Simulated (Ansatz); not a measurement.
## BaRuO3, pressure series

Consider BaRuO3 in the cubic perovskite structure (space group Pm-3m, No. 221; ferromagnetic; a cell from a computed database, its experimental status unchecked).

```
CELL_PARAMETERS angstrom
      3.97438     0.00000     0.00000
      0.00000     3.97438     0.00000
      0.00000     0.00000     3.97438
ATOMIC_POSITIONS crystal
  Ba 0.00000 0.00000 0.00000
  Ru 0.50000 0.50000 0.50000
  O  0.50000 0.50000 0.00000
  O  0.00000 0.50000 0.50000
  O  0.50000 0.00000 0.50000
```

Cell and atoms are relaxed at each pressure.

All numbers come from Ansatz (a program for electronic structure), PBEsol, PAW, cutoff 420 eV, no spin-orbit coupling.

| pressure (GPa) | volume per atom (Å³/atom) |
|---|---|
| -2 | 12.710 |
| -1 | 12.631 |
| 0 | 12.556 |
| 0.3 | 12.534 |
| 0.7 | 12.505 |
| 1.5 | 12.448 |
| 5 | 12.221 |
| 7.5 | ? |
| 10 | 11.941 |

Task: Fit the third-order Birch–Murnaghan form P(V) = (3B₀/2)[(V₀/V)^(7/3) − (V₀/V)^(5/3)]·[1 + (3/4)(B₀′ − 4)((V₀/V)^(2/3) − 1)] (squares taken in P) to the rows shown and predict the withheld row.

Result: Least squares on the printed values gives V₀ = 12.556 Å³/atom, B₀ = 170 GPa, B₀′ = 6.3; this predicts 12.075 Å³/atom, and the run gives 12.075 Å³/atom, in agreement.

Other magnetic orders, which the real material may have, were not ruled out. Load acts through the strain it causes; cell and atoms are relaxed under it. Stability against distortions was not tested. No other phases were tried under pressure. No Hubbard U is applied, and correlation can decide whether such a compound is a metal. Many cubic perovskites are stable only at high temperature; tilts and polar distortions were not tested.
